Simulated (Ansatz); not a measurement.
# Fermi-surface data of As (R-3m)

Given:

```
As
1.0
    1.87362     1.08173     3.25493
   -1.87362     1.08173     3.25493
    0.00000    -2.16347     3.25493
As
2
Cartesian
  0.00000   0.00000   2.26983
  0.00000   0.00000   7.49497
```

All values below come from PBEsol+D3BJ, rigid bands (plane waves, PAW, scalar-relativistic; Ansatz, a program for electronic structure). Geometry: cell and atoms relaxed with PBEsol+d3bj.

The density of states at the Fermi level comes out as 0.177 states/(eV·cell), both spins and the bare Sommerfeld coefficient comes out as 0.21 mJ/(mol of atoms·K²). The drude plasma energy is 3.1 (x), 3.1 (y), 2.7 (z) eV and the root-mean-square Fermi velocity is 8.7e5 m/s. The resistivity times τ is 50 (x), 50 (y), 69 (z) ×10⁻²² Ω·m·s.

A metal at this level (no band gap); rigid bands, thermally averaged at 300 K, both spins. Spin-orbit coupling is left out. τ is one relaxation time for all states.
